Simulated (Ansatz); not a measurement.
An Ansatz (a first-principles code) input (PBE (Ansatz, PAW, without spin-orbit coupling)):

Ansatz 0.2 input:
```yaml
crystal:
  lattice:
    - [4.4090911077, 0, 0]
    - [-2.2045455538, 3.8183849068, 0]
    - [0, 0, 7.1972935561]
  atoms:
    - { symbol: Cd, position: [0.3333333333, 0.6666666667, 0.0001251819] }
    - { symbol: Cd, position: [0.6666666667, 0.3333333333, 0.5001251819] }
    - { symbol: Se, position: [0.3333333333, 0.6666666667, 0.3758748181] }
    - { symbol: Se, position: [0.6666666667, 0.3333333333, 0.8758748181] }
basis: { ecutwfc: 420, ecutrho_ratio: 4, xc_grid: 2, fft_grid_basis: typed }
kpoints: { mp_grid: { grid: [9, 9, 5] } }
hamiltonian:
  xc: pbe
  dispersion: none
  pseudopotentials: { kind: paw }
scf: { occupations: { method: fermi_dirac, width: 0.05 }, convergence: { dr2_threshold: 0.0000000004 } }
relax: { f_tol: 0.005, max_steps: 50 }
output: { forces: true, stress: true }
checkpoint: { write: state.ck, write_every: 1000 }
```

Which symmetry and how many k-points will the program report, and about how many plane waves at Γ?

Space group P63mc (ITA 186) with 12 operations, k-points 36 of 405, and 2347 plane waves at Γ.

And the final pressure?

-0.76 GPa (compression positive).

The cells carry an imposed strain or load. No phonon test of stability was made. The cell was made from CdSe in the wurtzite structure (space group P6_3mc, No. 186) by this change: isotropic strain +0.60 %.
